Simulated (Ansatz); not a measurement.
## A computed series for GaN: response to strain and stress

Consider GaN in the zinc blende structure (space group F-43m, No. 216; a = 4.498 Å). Axes: x, y, z lie along the cube axes.

Strains are applied to the cell and any free atomic positions relax; under biaxial strain the out-of-plane vector relaxes too; under stress the whole cell relaxes.

Method: Ansatz (an electronic-structure program), PBEsol, PAW, cutoff 420 eV, no SOC.

Candidates:
(a) uniaxial stress, 2 GPa tension along z
(b) biaxial strain +0.61 %, plane normal [001], relaxed out of plane
(c) biaxial strain −1.35 %, plane normal [001], relaxed out of plane
(d) isotropic strain −0.61 %

For the base:

- Band gap = 1.70 eV

**Question.** Order them by band gap, lowest first.

**Answer.** (b) biaxial strain +0.61 %, plane normal [001], relaxed out of plane (1.63 eV), (a) uniaxial stress, 2 GPa tension along z (1.65 eV), (c) biaxial strain −1.35 %, plane normal [001], relaxed out of plane (1.73 eV), (d) isotropic strain −0.61 % (1.82 eV)

Stability under load was not tested beyond the relaxation. This is not the structure that GaN has at room temperature and ambient pressure.
